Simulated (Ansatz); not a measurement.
**Worked example: self-consistent single point of Se (C2, 3 atoms in the cell) in Ansatz (a quantum-chemistry and plane-wave program)**

Method of the run: LDA (PW92), default PAW files made with PBE (plane waves; Ansatz).

Input:

Ansatz 0.2 input:
```yaml
# Se
crystal:
  lattice:
    - [2.191555, -3.795885, 0.000000]
    - [2.191555, 3.795885, 0.000000]
    - [0.000000, 0.000000, 4.964850]
  atoms:
    - { symbol: Se, position: [0.000000, 0.225000, 0.666667] }
    - { symbol: Se, position: [0.786407, 0.786407, 0.000000] }
    - { symbol: Se, position: [0.225000, 0.000000, 0.333333] }
basis:
  ecutwfc: 420.0
kpoints:
  mp_grid: { grid: [7, 7, 5] }
hamiltonian:
  xc: lda
  pseudopotentials: { kind: paw }
scf:
  occupations: { method: fermi_dirac, width: 0.01 }
output:
  forces: true
  eigenvalues: true
  stress: true
```

Output, abridged:

```
WARN ansatz: RAYON_NUM_THREADS=1 ignored (pool sized by the plan → 1); use --threads N
Pseudopotentials: kind: paw
Pseudopotential: Se, paw, valence charge 16
Crystal: 3 atoms, lattice volume = 82.604 Å³
Basis set: ecut = 420 eV, 1607 PW (Γ)
Bands: 29, of which v1, the nominal top of the filled ones, is band 24 counted from 1 (23 counted from 0)
Symmetry: 2 space group operations
Space group: C2 (ITA 5), of the structure as read, at distance tolerance 4.4e-5 Å
k-points: 72 of 245 (time reversal used)
PAW frozen core: Se, regenerated for the run's functional, and the local potential with it
Initial density: superposition of atomic densities (neutral atoms: chi_scale 0, normalization atom), corrected by the library's trained network
Initial wavefunctions: pseudopotential atomic-orbital guess
Eigensolver: davidson
Functional: x = slater, c = lda
SCF iter   1: F=—  HF=-16149.603589 eV  |F-HF|=—  |Δ(HF+E_count)|=         —  Δρ=4.90e-3  dr2=8.58e-3  ethr=1.77e-3  ⟨swp⟩=6.2  Hψ=9651  notcnv=0
all-band conjugate gradients solve this SCF's bands
preconditioner: auto → Resta (q_TF=auto, 2.492 Å⁻¹)
SCF iter   2: F=—  HF=-16149.601674 eV  |F-HF|=—  |Δ(HF+E_count)|=   1.92e-3  Δρ=2.67e-3  dr2=2.71e-3  ethr=1.79e-5  ⟨swp⟩=2.0  Hψ=2953  notcnv=0  defer=72
SCF iter   3: F=—  HF=-16149.601308 eV  |F-HF|=—  |Δ(HF+E_count)|=   3.66e-4  Δρ=2.48e-4  dr2=6.75e-5  ethr=5.65e-6  ⟨swp⟩=2.0  Hψ=2890  notcnv=0  defer=72
SCF iter   4: F=—  HF=-16149.601315 eV  |F-HF|=—  |Δ(HF+E_count)|=   6.84e-6  Δρ=7.13e-5  dr2=5.28e-6  ethr=1.41e-7  ⟨swp⟩=2.0  Hψ=2485  notcnv=0  defer=72
SCF iter   5: F=—  HF=-16149.601317 eV  |F-HF|=—  |Δ(HF+E_count)|=   1.96e-6  Δρ=2.31e-5  dr2=6.61e-7  ethr=1.10e-8  ⟨swp⟩=2.0  Hψ=3707  notcnv=0  defer=72
SCF iter   6: F=—  HF=-16149.601317 eV  |F-HF|=—  |Δ(HF+E_count)|=   3.47e-8  Δρ=1.21e-5  dr2=2.24e-7  ethr=2.08e-10  ⟨swp⟩=8.0  Hψ=10450  notcnv=0
SCF iter   7: F=-16149.601317 eV  HF=-16149.601317 eV  |F-HF|=7.65e-9  |Δ(HF+E_count)|=   7.16e-8  Δρ=2.66e-6  dr2=6.76e-9  ethr=2.08e-10  ⟨swp⟩=4.2  Hψ=7622  notcnv=0
SCF 1 converged in 7 iterations: F = -16149.601317 eV  dr2 = 6.76e-9
SCF converged after 7 iterations
Free energy (F): -16149.601317 eV
Harris-Foulkes:  -16149.601317 eV  (|F-HF|=7.65e-9)
Internal energy: -16149.601317 eV  (E = F + TS)
E sigma→0 (E₀):  -16149.601317 eV
Fermi energy:    6.999774 eV
--- Per-component energies (eV) ---
  E_band       = -1251.897780
  E_kinetic    = 353.687802
  E_local      = -7836.205259  (includes V_loc(G=0)·N_el)
  E_nonlocal   = -1763.518471
  E_hartree    = 3825.457780
  E_xc         = -309.010742
  E_vxc        = -293.093109  (∫ρ·V_xc dr)
  E_paw        = -5482.882943  (= ΣΔE_a)
  E_vpaw       = 636.316997  (= ΣTr[D̂ρ^β])
  E_aug_tail   = -0.001847  (compensation charges beyond the density's cutoff)
  E_ewald      = -4943.779724
  E_core_change = 6.652087  (= ΣΔE_core)
  E_smearing   = -0.000000  (= −TS)
  E_closure    = 0.000000  (closes the sum)
  Σ components = -16149.601317   (vs F -16149.601317, Δ=0.00e0)
--- Forces (eV/Å), atoms counted from 1 ---
  atom   1  Se     0.26482688     0.25009847    -0.09057347
  atom   2  Se    -0.52965481     0.00000000     0.00000000
  atom   3  Se     0.26482688    -0.25009847     0.09057347
  max |Σ_I F_I| component: 1.05e-6 eV/Å
--- Stress (GPa, compression-positive) ---
       -0.789914       0.000000       0.000000
        0.000000      -1.422075      -0.435803
        0.000000      -0.435803       0.192031
  P = ⅓ Tr σ = -0.6733 GPa (-6.733 kbar)
  The stress holds the Pulay correction. Without it, at fixed plane waves, as pw.x and ABINIT print it: P = -0.7007 GPa
--- Band table (eV; the first three rows and the last of 72) ---
  k-point 0: bands = ["-41.9669", "-41.9531", "-41.9235", "-41.9060", "-41.9043", "-41.8589", "-41.7588", "-41.7301", "-41.7268", "-41.7067", "-41.6815", "-41.6788", "-41.6723", "-41.6381", "-41.6273", "-9.4729", "-5.3854", "-5.2935", "2.5216", [...]
  k-point 1: bands = ["-41.9732", "-41.9456", "-41.9227", "-41.9088", "-41.8994", "-41.8637", "-41.7588", "-41.7305", "-41.7262", "-41.7068", "-41.6816", "-41.6788", "-41.6707", "-41.6395", "-41.6268", "-9.2834", "-6.6596", "-4.0674", "2.0707", [...]
  k-point 2: bands = ["-41.9790", "-41.9387", "-41.9200", "-41.9115", "-41.8897", "-41.8755", "-41.7589", "-41.7310", "-41.7255", "-41.7070", "-41.6818", "-41.6786", "-41.6681", "-41.6418", "-41.6262", "-8.7259", "-7.8241", "-3.1943", "1.5773", [...]
  k-point 71: bands = ["-41.9731", "-41.9453", "-41.9226", "-41.9087", "-41.8994", "-41.8637", "-41.7589", "-41.7306", "-41.7261", "-41.7068", "-41.6819", "-41.6785", "-41.6714", "-41.6400", "-41.6259", "-8.8728", "-6.5720", "-4.6588", "1.3173", [...]
```

The run converged in 7 iterations.

The starting cell has typed, rounded lattice constants, without a prior relaxation at this level. Its lattice was rescaled by up to half a per cent. One atom was moved a little off its site on purpose. Ansatz's pressure includes its estimate of the finite-basis (Pulay) stress. Another mesh or the band path of this cell gives a smaller gap, so this value is not converged in the mesh.
